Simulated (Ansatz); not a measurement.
Start from PtSe2 in the CdI2 type structure (space group P-3m1, No. 164; a = 3.739 Å, c = 4.630 Å; layered).

Modification: a free-standing slab of 2 layers (6 atoms, 3 a layer) is cut normal to the stacking axis, with 15 Å of vacuum and the in-plane cell relaxed.

Levels (all Ansatz, a quantum-chemistry and plane-wave program, PAW): PBEsol-D3(BJ) (420 eV, no SOC); r2SCAN (500 eV, no spin-orbit coupling).

The geometry is relaxed with PBEsol-D3(BJ).

PBEsol-D3(BJ) band gap: 0.15 eV
PBEsol-D3(BJ) gap character: indirect, K–Γ (87 % along) → Γ–M (54 % along)
PBEsol-D3(BJ) width of the top valence band: 1.87 eV

**Question.** Predict the band gap, gap character and width of the top valence band from r2SCAN.

**Answer.** The band gap goes up by 0.16 eV (0.15 eV → 0.31 eV); the gap character remains indirect, K–Γ (87 % along) → Γ–M (54 % along); the width of the top valence band goes up by 0.137 eV to 2.00 eV.

Single points use the geometry relaxed with PBEsol-D3(BJ). Spin-orbit coupling, missing from the scalar runs, can matter with Pt. Whether these cells are dynamically stable was not tested. All final runs are without spin polarisation. The zero or small gap of PtSe2 can change with the level of theory.
